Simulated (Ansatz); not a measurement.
# Thickness series in SnSe

Start from SnSe in the GeS type structure (space group Pnma, No. 62; a = 11.5358 Å, b = 4.1209 Å, c = 4.5782 Å; layered, stacked along the Cartesian x axis).

Free-standing slabs (4 atom(s) a layer) normal to the stacking axis with 15 Å of vacuum; in-plane cell relaxed.

Calculations: DFT with r2SCAN+rVV10, PAW potentials and a 500 eV plane-wave cutoff in Ansatz (a first-principles code), spin-orbit coupling left out.

| number of layers | band gap (eV) |
|---|---|
| 1 | 1.42 |
| 2 | 1.16 |
| 3 | ? |
| 4 | 1.01 |

Fit E_g(N) = E_bulk + A N^(−s) with E_bulk = 0.89 eV, fitted as a line in log–log form to the rows shown and predict the withheld row.

Least squares on the printed values gives A = 0.54 eV, s = 1.07 (largest residual 0.01 eV); this predicts 1.06 eV, and the run gives 1.07 eV, in agreement.

Whether these cells are dynamically stable was not tested.
